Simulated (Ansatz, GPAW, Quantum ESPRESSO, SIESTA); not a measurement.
## BaIn4 (I4/mmm, 5 atoms in the cell) computed with different codes at matched settings

Self-consistent single point.

```yaml
crystal:
  lattice:
    - [-2.57318, 2.57318, 6.17382]
    - [2.57318, -2.57318, 6.17382]
    - [2.57318, 2.57318, -6.17382]
  atoms:
    - { symbol: Ba, position: [0.00000, 0.00000, 0.00000] }
    - { symbol: In, position: [0.75000, 0.25000, 0.50000] }
    - { symbol: In, position: [0.25000, 0.75000, 0.50000] }
    - { symbol: In, position: [0.61779, 0.61779, 0.00000] }
    - { symbol: In, position: [0.38221, 0.38221, 0.00000] }
```

Shared settings, as Ansatz (a program for electronic structure) writes them: kpoints.mp_grid.grid = 6 6 6; scf.occupations.method = gaussian; scf.occupations.width = 0.02 Ry. Potentials and cutoffs stand in the table.

```tsv
code	model	pressure (GPa)	largest force (eV/Å)	cutoff
Ansatz	PBEsol, PAW files made with PBE	-3.38	0.089	default
Quantum ESPRESSO	PBEsol, PseudoDojo standard norm-conserving (PBESOL) pseudopotentials	-3.33	0.087	70 Ry
SIESTA	GGA PBEsol, numerical atomic orbitals DZP, PseudoDojo PBEsol standard norm-conserving potentials (rewritten from UPF to PSML)	-1.52	0.052	grid 300 Ry
GPAW	PBEsol, GPAW PAW datasets PBEsol (made by gpaw-setup)	-3.56	0.099	600 eV
```

The spread over the programs that give each value: pressure within 2.04 GPa; largest force within 0.047 eV/Å.

SIESTA uses small atom-centred bases, whose incompleteness enters pressures, forces and empty levels differently from a plane-wave cutoff. Ansatz's pressure is given at a fixed set of plane waves, as the other plane-wave codes print theirs. In the pressure, SIESTA (by 1.86) lies more than 1 GPa from the median of the plane-wave programs.

On the base mesh (5 5 5) the same programs gave: Ansatz pressure -3.42 GPa; Quantum ESPRESSO pressure -3.37 GPa; GPAW pressure -3.61 GPa; SIESTA pressure -1.59 GPa.

The starting cell comes from a database of computed structures (which also holds hypothetical and non-ambient phases and stackings), without a prior relaxation at this level. Its lattice was rescaled by a random factor within 2.5 % of one.

Left out of this page: CP2K (on another mesh).

Keys are those of Ansatz 0.2.
